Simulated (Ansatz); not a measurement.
BeSe (model structure, started from the MnP type, Pnma, No. 62, 8 atoms in the cell), treated with PBEsol (plane waves, PAW; Ansatz, a quantum-chemistry and plane-wave program).

Run with plane-wave cutoff 500 eV, 8×14×8 k mesh (along the axes of the cell as run), Fermi–Dirac smearing 0.05 eV, scalar-relativistic PAW data made under PBE.

Cell (relaxed at this level):

Space group Pnma (No. 62); a = 6.1560 Å, b = 3.6765 Å, c = 6.3195 Å, α = 90.00°, β = 90.00°, γ = 90.00°

```
atom  site  symmetry       x       y       z
----  ----  --------  ------  ------  ------
Be      4c       .m.  0.1387  0.2500  0.9040
Se      4c       .m.  0.2288  0.7500  0.0788
```

Question: Predict the band gap.

Answer: 
* **band gap**: 2.90 eV (on the SCF k mesh)

Note: the relaxation could raise the start's symmetry but not lower it, so the cell can be a saddle point.

Spin–orbit coupling is not included.

The computed numbers hold no vibrational or temperature effects.

Cost on a shared machine: about 7 core-minutes (a rough figure).

A model structure was made by putting elements into a prototype or built by hand; it is no filed structure, need not be a known phase, and can be a saddle point held by its symmetry.
